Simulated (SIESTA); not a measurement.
A self-consistent single point of Co₄N (Pm-3m, 5 atoms in the cell) with SIESTA.

Level of theory: LDA PW92, numerical atomic orbitals DZP, PseudoDojo LDA standard norm-conserving potentials (rewritten from UPF to PSML) run with SIESTA.

```
Co4N
1.0
    3.70953     0.00000     0.00000
    0.00000     3.70953     0.00000
    0.00000     0.00000     3.70953
Co N
4 1
Direct
  0.50000   0.00000   0.00000
  0.00000   0.50000   0.00000
  0.00000   0.00000   0.50000
  0.50000   0.50000   0.50000
  0.00000   0.00000   0.00000
```
Moments meant for the start (each program seeds them in its own way; μB, in the order of the atoms Co Co Co Co N): 3.0 3.0 3.0 3.0 0.0.

Reference input (self-consistent single point, DFT, GGA PBEsol, numerical atomic orbitals DZP, PseudoDojo PBEsol standard norm-conserving potentials (rewritten from UPF to PSML)): XC.functional = GGA; XC.authors = PBEsol; potentials = PseudoDojo PBEsol standard; PAO.BasisSize = DZP; PAO.EnergyShift = 0.005 Ry; MeshCutoff = 400 Ry; kgrid.MonkhorstPack = 9 9 9; OccupationFunction = FD; ElectronicTemperature = 100 meV; Spin = polarized; DM.InitSpin = [1 +3.00, 2 +3.00, 3 +3.00, 4 +3.00, 5 +0.00]; MaxSCFIterations = 150. This run's input differs from it in these lines:

```diff
@@ -1,2 +1,2 @@
-# files in the folder: Co.psml N.psml (PseudoDojo PBEsol standard)
+# files in the folder: Co.psml N.psml (PseudoDojo LDA standard)
 SystemName  Co4N
@@ -25,4 +25,4 @@
 
-XC.functional                GGA
-XC.authors                   PBEsol
+XC.functional                LDA
+XC.authors                   PW92
 PAO.BasisSize                DZP
```

Output, abridged:

```
        iscf     Eharris(eV)        E_KS(eV)     FreeEng(eV)     dDmax    Ef(eV) dHmax(eV)
   scf:    1   -16848.236743   -16900.225787   -16900.364152  0.552167 -2.897972 12.439739
     spin moment: {S} , |S| = {        0.0        0.0    7.23609 }     7.23609
   scf:    2   -16910.805217   -16907.841967   -16907.988797  0.239724 -3.491957 12.838437
     spin moment: {S} , |S| = {        0.0        0.0    7.17305 }     7.17305
   scf:    3   -16906.072033   -16910.066707   -16910.229245  0.251575 -4.043230  7.281468
     spin moment: {S} , |S| = {        0.0        0.0    7.00649 }     7.00649
   [... lines left out ...]
     spin moment: {S} , |S| = {        0.0        0.0    5.98410 }     5.98410
   scf:   18   -16914.001554   -16914.001699   -16914.233177  0.000154 -5.048443  0.001938
     spin moment: {S} , |S| = {        0.0        0.0    5.98217 }     5.98217
   scf:   19   -16914.001673   -16914.001686   -16914.233177  0.000045 -5.048548  0.001968
     spin moment: {S} , |S| = {        0.0        0.0    5.98193 }     5.98193
   scf:   20   -16914.001635   -16914.001660   -16914.233177  0.000047 -5.048546  0.000858
     spin moment: {S} , |S| = {        0.0        0.0    5.98163 }     5.98163
SCF Convergence by DM+H criterion
max |DM_out - DM_in|         :     0.0000472312
max |H_out - H_in|      (eV) :     0.0008581370
SCF cycle converged after 20 iterations

Using DM_out to compute the final energy and forces

siesta: E_KS(eV) =           -16914.0017

siesta: E_KS - E_eggbox =    -16914.0017

siesta: Atomic forces (eV/Ang):
     1   -0.000000    0.000000   -0.000000
     2    0.000000    0.000000   -0.000000
     3    0.000000    0.000000   -0.000000
     4    0.000000   -0.000000    0.000000
     5   -0.000000   -0.000000    0.000000
   Tot    0.000000    0.000000   -0.000000
   Max    0.000000
   Res    0.000000    sqrt( Sum f_i^2 / 3N )
   Max    0.000000    constrained

Stress tensor Voigt[x,y,z,yz,xz,xy] (kbar):      168.08      168.08      168.09       -0.00       -0.00       -0.00
   [... lines left out ...]
siesta: FreeEng =    -16914.233177
siesta: Cell volume =         51.045406 Ang**3
siesta:        -168.08125503       -168.08125503  kBar
   [... lines left out ...]
              0.024   0.024   0.016   0.024   0.016

mulliken: Qtot =       33.509

Mulliken Atomic Populations:
Atom #   charge [q] valence [e]      Sz [e]  Species
     1     0.337163   16.662837    1.316819  Co
     2     0.337163   16.662837    1.316819  Co
     3     0.337211   16.662789    1.316847  Co
     4     0.074477   16.925523    1.933620  Co
     5    -1.086014    6.086014    0.097524  N
 Total     0.000000                5.981628
```

The run converged in 20 iterations. Against the reference run the pressure goes from -9.15 to -16.81 GPa and the size of the net moment goes from 1.24 to 1.20 μB/atom.

The starting cell comes from a database of computed structures (which also holds hypothetical and non-ambient phases and stackings), without a prior relaxation at this level. The magnetic order is the one reached from the typed start; others were not searched systematically. Values carry the incompleteness of an atom-centred basis. With a pressure of about -17 GPa the cell is away from its equilibrium volume at this level.

Cost on one core of a shared machine: roughly 3 min.
